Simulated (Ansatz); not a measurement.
Cubic perovskite BaZrO3, treated with r²SCAN (PAW; Ansatz, a program for electronic structure).

Numerical settings: plane-wave cutoff 500 eV, 8×8×8 k mesh, gaussian smearing 0.02 eV, scalar-relativistic PAW data made under PBE.

Computed at the level's own relaxed cell.

Q: Estimate the volume per atom, lattice parameter a and band gap that the calculation returns.

A: 
- volume per atom: 14.87 Å³/atom
- lattice parameter a: 4.205 Å
- band gap: 3.73 eV (on the SCF k mesh)

Measured, for comparison: band gap 5.3 eV (temperature not stated, no zero-point or thermal correction, first of three measured values (5.3, 4.86, 4.8), our sources range from 4.86 to 5.30; as tabulated in Lindman et al. (2015), arXiv:1503.06612); equilibrium volume per atom 14.72 Å³/atom, lattice constant a 4.191 Å (temperature not stated, no zero-point or thermal correction; as tabulated in Evaestov et al. (2010), arXiv:1010.1170). Computed (rounded) less measured: equilibrium volume per atom +1.0 %, lattice constant a +0.3 %.

Spin–orbit coupling is not included.
